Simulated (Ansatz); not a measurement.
The (21-30) surface of hcp Zr in its 1x1 cell, outermost plane spacing 0.35 Å in the ideal cut

Level of theory: r2SCAN, at the PBE geometry (plane waves to 500 eV, PAW; Ansatz, a quantum-chemistry and plane-wave program).

Set-up: 20 atoms, 9.9 Å thick at the start (thin: gaps and levels are the slab's own); mesh 7x5x1; 0.1 eV smearing; dipole correction on; single point; on the structure that PBE left under its start's symmetry; no spin, no spin-orbit, no U.

The surface energy (mean of both faces) comes out as 1.82 J/m², the work function of the top face is 3.32 eV and the cost comes out as very roughly 6 core-minutes.
